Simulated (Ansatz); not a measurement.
Take Ag in the fcc (Cu type) structure (space group Fm-3m, No. 225; a = 4.105 Å; relaxed with 0.1 eV smearing) as the base. Axes: x, y, z lie along the cube axes.

Calculations: r2SCAN (Ansatz, a program for electronic structure, PAW, no spin-orbit coupling), earlier PAW set.

One thing is altered: compressive biaxial strain of 4.84 % in the plane normal to [001], as in epitaxy on a mismatched substrate; the out-of-plane cell vector and the atoms relax.

Question: Predict the new out-of-plane strain and energy relative to the base.

Answer: The out-of-plane strain comes out as +7.01 %; the energy grows by 30 meV/atom.

Whether these cells are dynamically stable was not tested.
